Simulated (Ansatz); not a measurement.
## Response to strain in SrTiO3

The parent structure is SrTiO3 in the cubic perovskite structure (space group Pm-3m, No. 221; a = 3.936 Å).

Strains are applied to the cell and any free atomic positions relax.

Calculations: Kohn–Sham DFT with the PBE functional, run in Ansatz (an electronic-structure program) with PAW and 420 eV plane waves, scalar-relativistic without spin-orbit coupling.

| change | pressure | shortest interatomic distance | smallest direct gap |
|---|---|---|---|
| base | 0.01 GPa | 1.968 Å | 2.20 eV |
| isotropic strain +0.60 % | -2.93 GPa | 1.980 Å | 2.17 eV |
| isotropic strain +1.20 % | -5.63 GPa | 1.992 Å | 2.15 eV |
| isotropic strain +1.80 % | -8.10 GPa | 2.004 Å | 2.12 eV |
| isotropic strain +2.40 % | -10.36 GPa | 2.015 Å | 2.09 eV |
| isotropic strain +3.00 % | -12.43 GPa | 2.027 Å | 2.06 eV |

No phonon test of stability was made. The final runs are not spin-polarised. Many cubic perovskites are stable only at high temperature; tilts and polar distortions were not tested.
